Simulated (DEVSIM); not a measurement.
Device: W/SiON/p-Ge capacitor, at 300 K.

```csv
layer (left to right),material,thickness (nm),Na (cm⁻³)
1,SiON,4.20,-
2,Ge,18000,1.1e15
```

Metal gate on the left, work function 4.6 eV. Fixed charge at the semiconductor interface 0 cm⁻² (in units of +e); no interface traps.

This is a model device: material constants are rounded textbook-type values typed into the input, and sizes, dopings and lifetimes were drawn at random. Values at 300 K.

```csv
parameter,SiON,Ge
gap (eV),7,0.664
affinity (eV),1.4,4
permittivity,5.5,16
Nc (cm⁻³),-,1.04e19
Nv (cm⁻³),-,6e18
```

Model (solved in DEVSIM): 1D Poisson equation in equilibrium, Boltzmann statistics, complete ionisation; no quantum confinement or tunnelling. Metal contacts follow the ideal Schottky-Mott rule: no Fermi-level pinning, no interface dipoles.

The substrate doping was swept, all else fixed.

| substrate doping (cm^-3) | flat-band voltage (V) | threshold voltage (band bending 2φF) (V) | minimum of the low-frequency capacitance (μF/cm²) |
|---|---|---|---|
| 5.5e13 | 0.23 | ___ | ___ |
| 1.1e14 | 0.22 | 0.31 | 0.0224 |
| 2.2e14 | 0.20 | 0.32 | 0.0235 |
| 5.5e14 | 0.18 | 0.35 | 0.0280 |
| 1.1e15 | 0.16 | 0.37 | 0.0345 |
| 2.2e15 | 0.14 | 0.39 | 0.0432 |

Problem. Complete the blanks.

Solution. 
- 5.5e13, threshold voltage (band bending 2φF) (V): 0.29
- 5.5e13, minimum of the low-frequency capacitance (μF/cm²): 0.0208
